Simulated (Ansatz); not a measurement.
Cu on the 1x1 (100) surface of monoclinic ZrO2 (cut with top plane 2 O), one in a 1x1 cell, energies for each (28.2 Å²). Energies are against an atom of fcc Cu, without zero-point or thermal terms; each row is named by its start. No converged result for: 2 more starts.

Host crystal: monoclinic ZrO2, with a band gap (PBE, scalar-relativistic without spin-orbit coupling).

Computed with PBE (plane waves to 420 eV, PAW; Ansatz, a quantum-chemistry and plane-wave program).

Model: 25-atom slab, 9.4 Å thick at the start under the adsorbate (thin: gaps and levels are the slab's own), 4x4x1 mesh, Fermi-Dirac 0.01 eV, dipole correction, 12 atoms held, the rest relaxed; each run with such symmetry as its start has; spin-polarised, no spin-orbit, no U, no dispersion correction.

A negative adsorption energy means that the adsorbate is more stable on the surface than in its reference. Starts that drift may end in the same place. Heights count from the host atoms within 0.3 Å of the top one.

```
starting site                       E_ads (eV)  height (Å)  nearest host atom (Å)   bonded to  change of the vacuum step (eV)  lateral drift (Å)  moment (μB)
----------------------------------  ----------  ----------  ---------------------  ----------  ------------------------------  -----------------  -----------
top O                                     2.13        0.45                 O 2.00  2 O + 4 Zr                           -0.17                2.5          1.0
over Zr at depth 1.1 Å                    2.13        0.66                 O 1.91    O + 4 Zr                           -0.39                2.7          1.0
hollow O-O-O                              2.13        0.47                 O 1.98  2 O + 4 Zr                           -0.21                0.9          1.0
hollow O-O-O over O at depth 6.9 Å        2.13        0.65                 O 1.91    O + 4 Zr                           -0.39                1.0          1.0
```
